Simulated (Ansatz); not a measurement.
PdIn: energy against volume

PdIn (CsCl type, Pm-3m, 17.116 Å³/atom and stress up to 0.01 GPa in the relaxed cell, cube axes along x, y and z) under hydrostatic pressure, with the cell free. PBEsol in Ansatz, a plane-wave DFT program (PAW, default set), 420 eV, 14×14×14 Γ-centred mesh, Fermi-Dirac smearing 0.05 eV; ions are relaxed, or left where forces stay under 0.02 eV/Å, within the symmetry of each cell.

Here V stands for volume and E for E less E0.

```csv
volume (Å³/atom),E less E0 (meV/atom),pressure (GPa)
17.3802,1.76,-2.00
17.2446,0.44,-1.00
17.1158,0.00,0.00
17.0053,0.28,0.90
16.8654,1.55,2.10
16.6068,6.79,4.50
16.1815,24.51,9.01
15.7022,?,?
```

The 7 complete rows are fitted with the third-order Birch-Murnaghan form, a cubic in V^(-2/3), E against V. With u = V^(-2/3) - 0.1518, the rows have u = -0.0027621, -0.0019818, -0.0012311, -0.0005796, 0.0002555, 0.0018300, 0.0045103. Least squares gives E = 1.051 + 1762.2·u + 742790·u² + 4360399·u³. Residuals (row less fit): 0.001, -0.002, 0.001, 0.002, 0.000, 0.000, 0.000; standard error 0.002 (degrees of freedom: 3). Its minimum lies at u = -0.0011989, so V0 = (0.1506011)^(-3/2) = 17.11. There d²E/du² = 1454000 and d³E/du³ = 2.616e7, so B0 = (4/9) × 17.11^(-7/3) × 1454000 × 0.160218 = 137 GPa (the last factor turns the table's units into GPa), and B0' = 4 + (2/3) × 0.1506011 × (2.616e7)/1454000 = 5.8. B0' rests on the cubic coefficient alone and has a standard error of 0.1 from these residuals.

Task: What does the fit predict for E at V = 15.7022, and how far is the calculated value from it?

Result: u = 0.0076751, so E = 1.051 + 1762.2 × 0.0076751 + 742790 × 0.0076751² + 4360399 × 0.0076751³ = 60.303 meV/atom. The calculation gives 60.14 meV/atom, 0.163 meV/atom below the prediction (0.3 % of the range of E in the table). The row lies outside the fitted rows, so this is an extrapolation. The scatter of the fitted rows lies at the last printed digit.

In a metal these values are sensitive to mesh and smearing; energies are taken to zero smearing, stresses follow the free energy. The runs aren't spin-polarised. Other structures, which can take over under pressure, weren't tried. The same form fitted to the pressure column gives B0' = 5.7; series where the two differ by over 0.4 aren't shown. Rows are the converged runs of the series near zero and its far end, less any whose ions stayed unrelaxed beside relaxed ones; series whose fitted rows scatter by over a few per cent of the range, as at a crossing or softening among them, aren't shown in this form.
